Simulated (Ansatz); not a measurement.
The starting structures come from a database of crystals and need not be the phases stable at ambient conditions.

Tunnelling through a barrier is set by its complex band structure: the current falls as exp(−2κd) with the smallest κ.

Input:

```yaml
crystal:
  lattice:
    - [5.29086, 0.00000, 0.00000]
    - [0.00000, 9.01689, 0.00000]
    - [2.64543, -0.25301, 4.41548]
  atoms:
    - { symbol: Cs, position: [0.00000, 0.50000, 0.00000] }
    - { symbol: Ta, position: [0.00000, 0.00000, 0.00000] }
    - { symbol: P, position: [0.35507, 0.80818, 0.28986] }
    - { symbol: P, position: [0.64493, 0.19182, 0.71014] }
    - { symbol: O, position: [0.20864, 0.91516, 0.58272] }
    - { symbol: O, position: [0.79136, 0.08484, 0.41728] }
    - { symbol: O, position: [0.78801, 0.14588, 0.89722] }
    - { symbol: O, position: [0.21199, 0.85412, 0.10278] }
    - { symbol: O, position: [0.68523, 0.85412, 0.10278] }
    - { symbol: O, position: [0.31477, 0.14588, 0.89722] }
    - { symbol: O, position: [0.67612, 0.35245, 0.64776] }
    - { symbol: O, position: [0.32388, 0.64755, 0.35224] }
```

Space group of this cell: C2/m. The cell is taken as given; by r2SCAN its mean pressure is -3.7 GPa.

Transport runs along the normal of the first two printed cell vectors.

The gap is the functional's own. No spin-orbit coupling. Mid-gap values are interpolated on the energy grid.

### Question
Estimate the band gap and the smallest decay constant κ at mid-gap that r2SCAN run with Ansatz (a program for electronic structure) returns for this system.

### Answer
Gap 3.84 eV on a 8×4×8 mesh; κ = 0.414 1/Å, at the zone centre.
